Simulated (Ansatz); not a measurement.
Reference: AlP (F-43m), PBEsol, rigid bands (plane waves, PAW, scalar-relativistic; Ansatz, a first-principles code); axes and stresses refer to this cell.

```yaml
crystal:
  lattice:
    - [0.00000, 2.73525, 2.73525]
    - [2.73525, 0.00000, 2.73525]
    - [2.73525, 2.73525, 0.00000]
  atoms:
    - { symbol: Al, position: [0.00000, 0.00000, 0.00000] }
    - { symbol: P, position: [0.75000, 0.75000, 0.75000] }
```

- band gap = 1.45 eV
- Seebeck coefficient, n-type 1e19 cm⁻³ = -263 μV/K
- Seebeck coefficient, p-type 1e19 cm⁻³ = 406 μV/K

Problem. Change: functional PBE, cell relaxed with it. What happens to band gap, Seebeck coefficient, n-type 1e19 cm⁻³, Seebeck coefficient, p-type 1e19 cm⁻³?

Solution. band gap rises to 1.63 eV; Seebeck coefficient, n-type 1e19 cm⁻³ moves little, to -268 μV/K; Seebeck coefficient, p-type 1e19 cm⁻³ moves little, to 407 μV/K.

Seebeck coefficients are for the stated density at 300 K, with one relaxation time for all states and whether or not that doping can be reached. Spin-orbit coupling is left out unless a row names it.
